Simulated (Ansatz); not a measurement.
## Response to strain in hypothetical CsCl type FeAs

Consider FeAs in the CsCl type structure (space group Pm-3m, No. 221; a = 2.905 Å; ferromagnetic; a hypothetical phase, not in the database extracts checked; relaxed with 0.1 eV smearing). Axes: x, y, z lie along the cube axes.

Strains are applied to the cell and any free atomic positions relax; under biaxial strain the out-of-plane vector relaxes too.

All numbers come from PBEsol (Ansatz, a first-principles code, PAW, without spin-orbit coupling).

Notes on the quantities. energy relative to the base: free energy F.

```csv
change,volume per atom,energy relative to the base,largest site moment
base,12.25 Å³,0 meV/atom,0.93 μB
"biaxial strain +1.72 %, plane normal [001], relaxed out of plane",12.51 Å³,+6.6 meV/atom,1.00 μB
"biaxial strain −2.13 %, plane normal [110], relaxed out of plane",[?],[?],0.88 μB
"biaxial strain −1.73 %, plane normal [110], relaxed out of plane",12.04 Å³,+6.8 meV/atom,0.89 μB
"biaxial strain +2.02 %, plane normal [110], relaxed out of plane",12.52 Å³,+7.6 meV/atom,1.02 μB
isotropic strain +3.06 %,13.41 Å³,+40 meV/atom,1.68 μB
uniaxial strain ε_xx = +5.22 %,12.89 Å³,+25 meV/atom,1.25 μB
uniaxial strain ε_xx = +5.34 %,12.91 Å³,+26 meV/atom,1.26 μB
uniaxial strain ε_zz = −1.05 %,12.12 Å³,+1.2 meV/atom,0.90 μB
tensor shear ε_yz = −1.05 %,12.25 Å³,+1.1 meV/atom,0.93 μB
```

Q: Some entries are withheld; estimate them.

A: 
- biaxial strain −2.13 %, plane normal [110], relaxed out of plane, volume per atom: 11.99 Å³
- biaxial strain −2.13 %, plane normal [110], relaxed out of plane, energy relative to the base: +10 meV/atom

Other magnetic orders, which the real material may have, were not ruled out. Stability against distortions was not tested.
